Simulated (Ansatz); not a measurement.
## SrO in the rock salt structure (space group Fm-3m, No. 225)

Space group Fm-3m (No. 225); a = b = c = 5.195 Å, α = β = γ = 90.00°

```json
[
 {"atom": "O", "site": "4a", "symmetry": "m-3m", "x": "0.0000", "y": "0.0000", "z": "0.0000"},
 {"atom": "Sr", "site": "4b", "symmetry": "m-3m", "x": "0.5000", "y": "0.5000", "z": "0.5000"}
]
```
(The calculation used a cell of 2 atoms; values per cell refer to that cell.)

Calculations: PBE (Ansatz, a first-principles code; PAW; 420 eV plane waves; scalar-relativistic without spin-orbit coupling). Settings: 11×11×11 k-points, 0.05 eV Fermi–Dirac smearing.

Volume per atom: 17.53 Å³
Density: 4.91 g/cm³
Band gap: 3.33 eV, indirect, Γ → X
Electron mass: 1.2 mₑ along k, 0.41 mₑ across
Lowest conduction-band minima above the VBM: X along ⟨100⟩ 3.33 eV; Γ 3.79 eV
Total energy: -2057.314 eV/atom (σ→0; compares only within this code and set-up)

Masses are band curvatures over ±0.01 Å⁻¹ around the edge. Along k means along the line from Γ to the band edge. Stability against distortions was not tested.
